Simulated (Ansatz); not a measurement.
**Hypothetical zinc blende LuP, response to strain**

The parent structure is LuP in the zinc blende structure (space group F-43m, No. 216; a = 6.137 Å; a hypothetical phase, not in the database extracts checked). Axes: x, y, z lie along the cube axes.

Strains are applied to the cell and any free atomic positions relax; under biaxial strain the out-of-plane vector relaxes too; under stress the whole cell relaxes.

Level of theory: DFT with r2SCAN, PAW potentials and a 500 eV plane-wave cutoff in Ansatz (a first-principles code), scalar-relativistic without spin-orbit coupling.

Notes on the quantities. pressure: mean of the normal stresses, compression positive.

| variant | volume per atom | electron mass | band gap | pressure | gap character |
|---|---|---|---|---|---|
| base | 28.89 Å³ | 1.6 mₑ along k, 2.2 mₑ across (at X) | 1.98 eV | 0.0 kbar | direct at X |
| biaxial strain −4.37 %, plane normal [001], relaxed out of plane | 28.07 Å³ | 1.5 mₑ along k, 0.93 mₑ across (at X) | 1.48 eV | 14.7 kbar | direct at M |
| biaxial strain −1.29 %, plane normal [111], relaxed out of plane | 28.57 Å³ | – | 1.91 eV | 7.0 kbar | direct at F |
| biaxial strain +0.63 %, plane normal [111], relaxed out of plane | 29.04 Å³ | – | 1.96 eV | -3.3 kbar | direct at F |
| isotropic strain −2.62 % | 26.68 Å³ | 2.0 mₑ along k, 2.4 mₑ across (at X) | 1.86 eV | 58.3 kbar | direct at X |
| isotropic strain −0.82 % | 28.19 Å³ | 1.7 mₑ along k, 2.3 mₑ across (at X) | 1.95 eV | 16.4 kbar | direct at X |
| isotropic strain +0.65 % | 29.46 Å³ | 1.6 mₑ along k, 2.2 mₑ across (at X) | 2.01 eV | -11.8 kbar | direct at X |
| isotropic strain +1.88 % | 30.55 Å³ | 1.5 mₑ along k, 2.2 mₑ across (at X) | 2.06 eV | -31.9 kbar | direct at X |
| uniaxial strain ε_yy = −0.55 % | 28.73 Å³ | 2.3 mₑ along x, 2.1 mₑ along y, 1.6 mₑ along z (at X) | 1.96 eV | 3.6 kbar | direct at X |
| uniaxial stress, 5 GPa tension along x | 29.24 Å³ | 1.4 mₑ along k, 0.69 mₑ across (at X) | 1.33 eV | – | direct at M |

Masses are band curvatures over ±0.01 Å⁻¹ around the edge. Along k means along the line from Γ to the band edge. Beyond what the load breaks, stability against distortions was not tested. k-point labels follow each cell's own Brillouin zone.
